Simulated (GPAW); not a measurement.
Band structure of BP (F-43m, 2 atoms in the cell).

```xyz
2
Lattice="0.0000 2.2661 2.2661 2.2661 0.0000 2.2661 2.2661 2.2661 0.0000" Properties=species:S:1:pos:R:3 pbc="T T T"
B      0.0000     0.0000     0.0000
P      1.1330     1.1330     1.1330
```

Level of theory: PBE, GPAW PAW datasets PBE (gpaw-data 1.0.1) (plane waves; GPAW 25.7.0).

Settings: mode = pw; ecut = 900 eV; xc = PBE; kpts = 10 10 10; mesh shift (steps) = 0 0 0; occupations.name = fermi-dirac; occupations.width = 0 eV; nbands = -4; convergence.density = 1e-05 e/electron; convergence.energy = 1e-05 eV/electron; convergence.bands = -2; symmetry.symmorphic = false; symmetry.tolerance = 0.0005; maxiter = 120.

The starting cell comes from a database of computed structures (which also holds hypothetical and non-ambient phases and stackings), without a prior relaxation at this level.

**Question.** Predict the gap along the standard path and the places of the band edges.

**Answer.** The gap along the path is 1.24 eV, from Γ to a point between Γ and X; the smallest direct gap on it is 3.41 eV.

Levels in eV from the top of the valence band on the SCF mesh, bands 1 to 8:
```csv
point,1,2,3,4,5,6,7,8
Γ,-15.50,0.00,0.00,0.00,3.41,3.41,3.41,7.45
X,-10.62,-8.60,-4.13,-4.13,1.33,1.66,12.13,12.13
W,-10.34,-8.07,-5.70,-5.49,5.33,6.77,7.27,7.47
K,-10.62,-8.18,-6.25,-3.51,2.14,6.01,9.75,10.64
L,-12.16,-9.06,-1.76,-1.76,3.80,4.71,4.71,10.17
U,-10.62,-8.18,-6.25,-3.51,2.14,6.01,9.75,10.64
```
